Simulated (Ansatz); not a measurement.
## CsCr3Sb5 (space group P6/mmm, No. 191; ferromagnetic; a hypothetical phase, not in the database extracts checked)

Space group P6/mmm (No. 191); a = b = 5.419 Å, c = 9.277 Å, α = β = 90.00°, γ = 120.00°

```csv
atom,site,symmetry,x,y,z
Cs,1a,6/mmm,0.0000,0.0000,0.0000
Cr,3g,mmm,0.5000,0.5000,0.5000
Sb,1b,6/mmm,0.0000,0.0000,0.5000
Sb,4h,3m.,0.3333,0.6667,0.2674
```

Method: PBEsol, PAW, 420 eV (Ansatz, an electronic-structure program; spin-orbit coupling left out). Settings: 10×10×5 k-points, 0.05 eV Fermi–Dirac smearing.

- Volume per atom: 26.21 Å³
- Density: 6.32 g/cm³
- Band gap: zero
- Magnetic state: ferromagnetic
- Total energy: -5297.117 eV/atom (σ→0; compares only within this code and set-up)

Other magnetic orders, which the real material may have, were not ruled out. No phonon test of stability was made.
